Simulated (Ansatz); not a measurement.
Abridged Ansatz (an electronic-structure program) output:

```
Pseudopotential: Nb, paw, valence charge 13
Pseudopotential: C, paw, valence charge 4
Crystal: 12 atoms, lattice volume = 165.265 Å³
Basis set: ecut = 420 eV, 3231 PW (Γ), exchange–correlation on 150×48×72 points (8 copies of the dense FFT grid, shifted against one another)
Bands: 72, of which v1, the nominal top of the filled ones, is band 60 counted from 1 (59 counted from 0)
Symmetry: 8 space group operations
k-points: 105 of 384
Functional: x = pbesol(κ = 0.804, μ = 0.12345679012345678), c = pbesol(β = 0.046)
SCF iter   1: F=—  HF=-36957.137383 eV  |F-HF|=—  |Δ(HF+E_count)|=         —  Δρ=7.99e-3  dr2=9.52e-2  ethr=1.77e-3  ⟨swp⟩=5.4  Hψ=28344  notcnv=0  defer=52
SCF iter   2: F=—  HF=-36957.114503 eV  |F-HF|=—  |Δ(HF+E_count)|=   2.29e-2  Δρ=4.37e-3  dr2=2.77e-2  ethr=7.93e-5  ⟨swp⟩=1.2  Hψ=8774  notcnv=0  defer=105
SCF 1 converged in 9 iterations: F = -36957.105643 eV  dr2 = 1.34e-10
SCF converged after 9 iterations
Free energy (F): -36957.105643 eV
Internal energy: -36957.076572 eV  (E = F + TS)
E sigma→0 (E₀):  -36957.091107 eV
Entropy (-TS):   -0.029071 eV (-2.423 meV/atom)
Fermi energy:    17.286528 eV
--- Forces (eV/Å), atoms counted from 1 ---
  atom   1  Nb     0.00200965    -0.00000000     0.00044436
  atom   2  Nb    -0.00200965     0.00000000    -0.00044436
  atom   3  Nb    -0.00200965    -0.00000000     0.00044436
  atom   4  Nb     0.00200965     0.00000000    -0.00044436
  atom   5  Nb    -0.00136455    -0.00000000    -0.00118853
  atom   6  Nb     0.00136455     0.00000000     0.00118853
  atom   7  Nb     0.00136455    -0.00000000    -0.00118853
  atom   8  Nb    -0.00136455     0.00000000     0.00118853
  atom   9  C      0.00134455     0.00000000    -0.00123113
  atom  10  C     -0.00134455    -0.00000000     0.00123113
  atom  11  C     -0.00134455     0.00000000    -0.00123113
  atom  12  C      0.00134455    -0.00000000     0.00123113
--- Stress (GPa, compression-positive) ---
       -0.005918       0.000000      -0.000000
        0.000000      -0.003292       0.000000
       -0.000000       0.000000       0.008568
  P = ⅓ Tr σ = -0.0002 GPa (-0.002 kbar)
```

Q: What was computed, and what are the main results?

A: Nb2C, 12 atoms in the cell, with Ansatz, PBEsol, PAW, cutoff 420 eV, no spin-orbit coupling. The last SCF converged to F = -36957.105643 eV, or -3079.7588 eV per atom, at a pressure of 0.00 GPa. The total energy compares only with runs of the same code, potentials and settings.

Whether these cells are dynamically stable was not tested. All final runs are without spin polarisation. The cell is Nb₂C (space group Pnma, No. 62; a cell from a computed database, its experimental status unchecked).
